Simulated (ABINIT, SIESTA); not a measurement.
An ABINIT input for a self-consistent single point of Cr3Fe (Fm-3m, 4 atoms in the cell) (DFT, LDA (PW92), plane waves, norm-conserving pseudopotentials (PseudoDojo nc-sr-04 LDA standard)):

```
# Cr3Fe, PseudoDojo nc-sr-04 LDA standard
pp_dirpath "./"
pseudos "Cr.upf, Fe.upf"
acell 3*1.0
rprim
        -0.0000000000    5.3909256507    5.3909256507
         5.3909256507   -0.0000000000    5.3909256507
         5.3909256507    5.3909256507    0.0000000000
natom 4
ntypat 2
znucl 24 26
typat 1 1 1 2
xred
         0.7500000000    0.7500000000    0.7500000000
         0.2500000000    0.2500000000    0.2500000000
         0.5000000000    0.5000000000    0.5000000000
         0.0000000000    0.0000000000    0.0000000000
ecut 94 Ry
nsppol 2
spinat
      0 0 3
      0 0 3
      0 0 0
      0 0 4
occopt 7
tsmear 0.136 eV
nband 43
kptopt 1
ngkpt 8 8 8
nshiftk 1
shiftk 0 0 0
nstep 60
tolvrs 1.0e-11
prtwf 0
prtden 0
enunit 1
```

Q: Write the same calculation as an input for SIESTA.

A: This is the input that was run; spellings and numerical settings could be chosen otherwise.

```
# files in the folder: Cr.psml Fe.psml (PseudoDojo LDA standard)
SystemName  Cr3Fe
SystemLabel cr3fe

NumberOfAtoms                4
NumberOfSpecies              2
%block ChemicalSpeciesLabel
  1 24 Cr
  2 26 Fe
%endblock ChemicalSpeciesLabel
LatticeConstant              4.034405 Ang
%block LatticeVectors
     0.000000000    0.707106748    0.707106748
     0.707106748    0.000000000    0.707106748
     0.707106748    0.707106748    0.000000000
%endblock LatticeVectors
AtomicCoordinatesFormat      Ang
%block AtomicCoordinatesAndAtomicSpecies
     4.279132500    4.279132500    4.279132500  1
     1.426377500    1.426377500    1.426377500  1
     2.852755000    2.852755000    2.852755000  1
     0.000000000    0.000000000    0.000000000  2
%endblock AtomicCoordinatesAndAtomicSpecies

XC.functional                LDA
XC.authors                   PW92
PAO.BasisSize                DZP
PAO.EnergyShift              0.01 Ry
MeshCutoff                   300 Ry
%block kgrid.MonkhorstPack
    8   0   0  0.0
    0   8   0  0.0
    0   0   8  0.0
%endblock kgrid.MonkhorstPack
OccupationFunction           MP
OccupationMPOrder            0
ElectronicTemperature        136.0 meV
Spin                         polarized
%block DM.InitSpin
  1 +3.00
  2 +3.00
  3 +0.00
  4 +4.00
%endblock DM.InitSpin

MaxSCFIterations             150
SCF.Mixer.Method             Pulay
SCF.Mixer.Weight             0.1
SCF.Mixer.History            6
SCF.DM.Tolerance             1.0E-05
Diag.ParallelOverK           true
WriteForces                  true
Charge.Mulliken              end
```

Basis, cutoffs, solver keys and any potentials are the target program's own. This input uses DFT, LDA PW92, numerical atomic orbitals DZP, PseudoDojo LDA standard norm-conserving potentials (rewritten from UPF to PSML). LDA parametrisations can differ slightly between programs. Both were run: pressure -19.67 GPa in ABINIT and -22.42 in SIESTA; size of the net moment 0.50 μB/atom in ABINIT and 0.51 in SIESTA.

On ABINIT: the starting cell comes from a database of computed structures (which also holds hypothetical and non-ambient phases and stackings), without a prior relaxation at this level. With one magnetic atom in the cell only a parallel order is possible. With a pressure of about -20 GPa the cell is away from its equilibrium volume at this level.

On SIESTA: the starting cell comes from a database of computed structures (which also holds hypothetical and non-ambient phases and stackings), without a prior relaxation at this level. With one magnetic atom in the cell only a parallel order is possible. Values carry the incompleteness of an atom-centred basis. With a pressure of about -22 GPa the cell is away from its equilibrium volume at this level.
